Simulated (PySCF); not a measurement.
PySCF 2.14.0, B3LYP/def2-tzvp, df: [S]=[Pb], 2 atoms. The geometry is a generated start, not checked to be a minimum at this level.

* **task**: energy
* **method**: b3lyp
* **basis**: def2-tzvp
* **two-electron scheme**: density fitting
* **mol.max_memory**: 3000 MB
* **mf.max_cycle**: 100
* **mf.conv_tol**: 1e-09 (default)
* **mf.grids.level**: 3 (default)
* **effective core potentials**: those of the basis set, past Kr
* **basis functions**: 87
* **grid points**: 42112

```xyz
2

Pb     0.0327    -0.0178    -1.1546
S     -0.0327     0.0178     1.1546
```

With the defaults (mf.DIIS = CDIIS, mf.diis = true, mf.init_guess = minao, mf.level_shift = 0, mf.diis_space = 8, newton = off) it converges in 14 Fock builds. One run each on 2 threads, 1 BLAS thread, with these changes:
- mf.DIIS = EDIIS
- newton = Hessian by the SCF's own integrals
- mf.init_guess = mod_huckel
- mf.diis_space = 3
- mf.level_shift = 0.3 Hartree
- mf.level_shift = 0.1 Hartree
- mf.diis_space = 20
- mf.init_guess = huckel
- mf.diis = false

Q: Name the settings that don't reach the solution of the defaults.

A: No convergence: mf.DIIS = EDIIS; mf.diis = false (the run ends without SCF convergence in 100 cycles). The rest reach the solution of the defaults.

```csv
setting,Fock builds,end
the defaults,14,same solution
mf.level_shift = 0.1 Hartree,14,same solution
mf.diis_space = 20,14,same solution
mf.init_guess = huckel,15,same solution
mf.level_shift = 0.3 Hartree,15,same solution
mf.init_guess = mod_huckel,15,same solution
mf.diis_space = 3,21,same solution
newton = Hessian by the SCF's own integrals,51,same solution
mf.DIIS = EDIIS,101,no convergence
mf.diis = false,101,no convergence
```

Under newton the count holds the products with the orbital Hessian.
